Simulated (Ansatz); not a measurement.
Results of G0W0@PBEsol (Ansatz, a program for electronic structure, plane waves, hard PAW, contour deformation) for Be₃N₂ (P6₃/mmc, No. 194, 10 atoms in the cell; start mp-6977; a measured phase of this formula has another space group).

The same calculation (at the PBEsol cell, 6.765 Å³/atom) with different numerical settings; throughout: k mesh 3×3×1:

| run | response cutoff (eV) | empty bands | quasiparticle gap on the mesh (eV) | quasiparticle gap at Γ (eV) | rough time |
|---|---|---|---|---|---|
| 1 | 100 | 282 | 6.029 | 7.768 | 30 core-s |
| 2 | 150 | 518 | 6.210 | 7.913 | 60 core-s |
| 3 | 200 | 798 | 6.300 | 7.970 | 2 core-min |
| 4 | 250 | 1115 | 6.355 | 7.999 | 6 core-min |
| 5 | 300 | 1466 | 6.388 | 8.015 | 10 core-min |
| 6 | 400 | 2258 | 6.428 | 8.036 | 30 core-min |
| 7 | 500 | 3155 | ___ | ___ | 60 core-min |

### Question
Fill in the missing entries.

### Answer

- 7, quasiparticle gap on the mesh (eV): 6.449
- 7, quasiparticle gap at Γ (eV): 8.046

In the column quasiparticle gap on the mesh (eV) the first row differs from the last by -0.420 and the next to last by -0.021.

The last row is no converged limit: other settings stay fixed.

A start named mp-… is a Materials Project structure, which need not be a measured phase.
